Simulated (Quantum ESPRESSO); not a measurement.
# Convergence study of the plane-wave cutoff for Ti (P-3m1, 2 atoms in the cell)

```
CELL_PARAMETERS angstrom
      2.93525     0.00000     0.00000
     -1.46762     2.54200     0.00000
      0.00000     0.00000     4.65660
ATOMIC_POSITIONS crystal
  Ti 0.33333 0.66667 0.26074
  Ti 0.66667 0.33333 0.75000
```

Level of theory: LDA (PW92), PseudoDojo standard norm-conserving (LDA) pseudopotentials (plane waves; Quantum ESPRESSO 7.5).

Base settings: ecutwfc = 85 Ry; occupations = smearing; smearing = fermi-dirac; degauss = 0.0073499 Ry; potentials = {Ti: Ti.upf}; K_POINTS = automatic 5 5 3 0 0 0; conv_thr = 1e-09 Ry; mixing_beta = 0.4.

The second cell is the first with its lattice scaled by 0.98.

The mesh stays at the base's, so the ladder's end is converged at best in this setting alone.

Only quantities that move along the ladder and can be compared are tabulated.

The count of work is k-points × plane waves × bands × iterations; it is no time. 

The starting cell has typed, rounded lattice constants, without a prior relaxation at this level. Its lattice was rescaled by up to half a per cent. One atom was moved a little off its site on purpose. Spin polarisation is off. In the base run, with a pressure of about -8 GPa the cell is away from its equilibrium volume at this level. Without a gap this mesh is coarse (it stands for a supercell whose shortest vector is 14 Å).

```csv
ecutwfc,free energy less the last step's (meV/atom),energy of the compressed cell less the first (meV/atom),pressure (GPa),largest difference of a force vector from the last step's (eV/Å),count of work / last
30 Ry,9488.36,-110.27,-220.07,0.087,0.057
34 Ry,5826.40,-31.16,-158.48,0.058,0.063
38 Ry,3424.62,23.39,-113.06,0.150,0.077
42 Ry,2008.19,-38.40,-80.98,0.107,0.087
47 Ry,1001.66,-48.65,-52.65,0.074,0.14
51 Ry,509.39,-15.65,-35.45,0.010,0.12
59 Ry,114.42,-34.98,-16.87,0.021,0.17
68 Ry,14.16,-31.55,-9.69,0.003,0.19
76 Ry,1.72,-31.64,-8.27,0.000,0.23
85 Ry,0.93,-31.61,-8.12,0.000,0.25
94 Ry,0.80,-31.61,-8.12,0.000,0.29
102 Ry,0.67,-31.61,-8.12,0.000,0.35
115 Ry,0.55,-31.61,-8.12,0.000,0.49
128 Ry,0.45,-31.61,-8.12,0.000,0.50
149 Ry,0.32,-31.62,-8.10,0.000,0.62
170 Ry,0.15,-31.62,-8.12,0.000,0.82
204 Ry,0.00,-31.62,-8.11,0.000,1.0
```

Coarsest ecutwfc that holds the pressure within 1 GPa of the last step, with all finer ones: 76 Ry, at 0.23 of the last step's count of work; the step before is off by 1.6 GPa.

Coarsest ecutwfc that holds the energy of the compressed cell less the first within 1 meV/atom of the last step, with all finer ones: 68 Ry, at 0.19 of the last step's count of work; the step before is off by 3.4 meV/atom.

Coarsest ecutwfc that holds the free energy within 2 meV/atom of the last step, with all finer ones: 76 Ry, at 0.23 of the last step's count of work; the step before is off by 14 meV/atom.

The energy difference between the two cells stays within 1 meV/atom of the last step's from 68 Ry on, the total only from 85 Ry on: much of the error is common to both cells and cancels.

At the lowest cutoff the pressure lies 212 GPa under the last step's, the usual sign of Pulay stress in an incomplete plane-wave basis.
